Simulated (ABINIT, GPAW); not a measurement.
An ABINIT input for a self-consistent single point of Ag (Fm-3m, 1 atom in the cell) (DFT, PBEsol, plane waves, norm-conserving pseudopotentials (PseudoDojo nc-sr-04 PBEsol standard)):

```
# Ag, PseudoDojo nc-sr-04 PBEsol standard
pp_dirpath "./"
pseudos "Ag.upf"
acell 2.8920667351 2.8920667351 2.8920667351 Angstrom
rprim
        -0.0000000000    0.7071067812    0.7071067812
         0.7071067812   -0.0000000000    0.7071067812
         0.7071067812    0.7071067812   -0.0000000000
natom 1
ntypat 1
znucl 47
typat 1
xred    0.0000000000    0.0000000000    0.0000000000
ecut 41
occopt 7
tsmear 0.00367493
nband 15
kptopt 1
ngkpt 14 14 14
nshiftk 1
shiftk 0 0 0
nstep 80
toldfe 1.0e-09
prtwf 0
prtden 0
```

**Question.** Give the GPAW input for the same structure, mesh, smearing and functional.

**Answer.** One input that does it (others would too):

```python
from ase import Atoms
from ase.units import GPa
from gpaw import GPAW

atoms = Atoms(['Ag'],
              cell=[[0.000000, 2.045000, 2.045000],
                    [2.045000, 0.000000, 2.045000],
                    [2.045000, 2.045000, 0.000000]],
              positions=[[0.000000, 0.000000, 0.000000]],
              pbc=True)

calc = GPAW(mode={'name': 'pw', 'ecut': 600},
            xc='PBEsol',
            kpts={'size': (14, 14, 14), 'gamma': True},
            occupations={'name': 'methfessel-paxton', 'width': 0.1, 'order': 0},
            nbands=-5,
            symmetry={'symmorphic': False, 'tolerance': 0.0005},
            maxiter=100,
            txt='-')

atoms.calc = calc

energy = atoms.get_potential_energy()
print('Energy (eV):', round(energy, 6))
forces = atoms.get_forces()
print('Forces (eV/Ang):')
print(forces.round(5))
stress = atoms.get_stress()
print('Stress (GPa, Voigt):', (stress / GPa).round(4))
```

Basis, cutoffs, solver keys and any potentials are the target program's own. This input uses DFT PBEsol, plane waves, GPAW PAW datasets PBEsol (made by gpaw-setup). Both were run: pressure -3.19 GPa in ABINIT and -2.96 in GPAW.

On GPAW: the starting cell has typed, rounded lattice constants, without a prior relaxation at this level.

On ABINIT: the starting cell has typed, rounded lattice constants, without a prior relaxation at this level. With a pressure of about -3 GPa the cell is away from its equilibrium volume at this level.
